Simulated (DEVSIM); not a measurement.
System: Al0.15Ga0.85As/GaAs n-p heterojunction, at 300 K.

```tsv
layer (left to right)	material	thickness (μm)	Nd (cm⁻³)	Na (cm⁻³)	τn (s)	τp (s)
1	Al0.15Ga0.85As	0.410	3.6e16	-	2.6e-9	2.6e-9
2	GaAs	1.10	-	9.2e17	2.6e-9	2.6e-9
```

Left contact: ohmic. Right contact: ohmic. Voltage is applied to the left contact. Recombination: SRH at mid-gap, Auger. Mobility is μmin + (μ − μmin)/(1 + (N/Nref)^α).

The device is made up for the run: typed textbook-type constants, with dimensions and the other settings drawn at random. Values at 300 K.

| parameter | Al0.15Ga0.85As | GaAs |
|---|---|---|
| gap (eV) | 1.611 | 1.424 |
| affinity (eV) | 3.9515 | 4.07 |
| permittivity | 12.47 | 12.9 |
| Nc (cm⁻³) | 5.6e17 | 4.7e17 |
| Nv (cm⁻³) | 9e18 | 9e18 |
| μn (cm²/Vs) | 5695 | 8500 |
| μp (cm²/Vs) | 282 | 400 |
| μn,min | 500 | 500 |
| μp,min | 20 | 20 |
| Nref,n | 6e16 | 6e16 |
| Nref,p | 1.5e17 | 1.5e17 |
| αn | 0.39 | 0.39 |
| αp | 0.38 | 0.38 |
| Cn (cm⁶/s) | 1e-30 | 1e-30 |
| Cp (cm⁶/s) | 1e-30 | 1e-30 |

DEVSIM, 1D drift-diffusion, Boltzmann statistics, complete ionisation; no tunnelling, impact ionisation, image-force lowering or self-heating. Band offsets follow the typed affinities; no thermionic-emission limit at abrupt steps, no polarisation charge.

Question: Tabulate band edges, carrier densities and field at -1.05 V on the left contact.

Answer: Energies count from the Fermi level of the right contact; mesh points crowd at the junctions.

| x (μm) | Ec (eV) | Ev (eV) | n (cm⁻³) | p (cm⁻³) | field (V/cm) |
|---|---|---|---|---|---|
| 0.000 | 1.121 | -0.490 | 3.6e16 | < 1e2 | ≈ 0 |
| 0.005570 | 1.121 | -0.490 | 3.6e16 | 9.6e8 | ≈ 0 |
| 0.01657 | 1.121 | -0.490 | 3.6e16 | 2.9e9 | ≈ 0 |
| 0.04090 | 1.121 | -0.490 | 3.6e16 | 7.1e9 | ≈ 0 |
| 0.1143 | 1.121 | -0.490 | 3.6e16 | 2.0e10 | ≈ 0 |
| 0.2359 | 1.122 | -0.489 | 3.5e16 | 4.2e10 | 400 |
| 0.3276 | 1.163 | -0.448 | 7.1e15 | 2.6e11 | 15000 |
| 0.3827 | 1.318 | -0.293 | 1.8e13 | 1.1e14 | 42000 |
| 0.3998 | 1.398 | -0.213 | 7.9e11 | 2.4e15 | 51000 |
| 0.4075 | 1.440 | -0.171 | 1.5e11 | 1.2e16 | 56000 |
| 0.4118 | 1.344 | -0.080 | 4.9e12 | 4.1e17 | 41000 |
| 0.4228 | 1.363 | -0.061 | 2.4e12 | 8.5e17 | 4500 |
| 0.4433 | 1.365 | -0.059 | 2.1e12 | 9.2e17 | 48 |
| 0.4842 | 1.365 | -0.059 | 2.1e12 | 9.2e17 | ≈ 0 |
| 0.6224 | 1.365 | -0.059 | 1.8e12 | 9.2e17 | ≈ 0 |
| 0.8737 | 1.365 | -0.059 | 1.3e12 | 9.2e17 | ≈ 0 |
| 1.187 | 1.365 | -0.059 | 6.4e11 | 9.2e17 | ≈ 0 |
| 1.363 | 1.365 | -0.059 | 2.9e11 | 9.2e17 | ≈ 0 |
| 1.457 | 1.365 | -0.059 | 1.0e11 | 9.2e17 | ≈ 0 |
| 1.488 | 1.365 | -0.059 | 4.3e10 | 9.2e17 | ≈ 0 |
| 1.502 | 1.365 | -0.059 | 1.6e10 | 9.2e17 | ≈ 0 |
| 1.510 | 1.365 | -0.059 | < 1e2 | 9.2e17 | ≈ 0 |
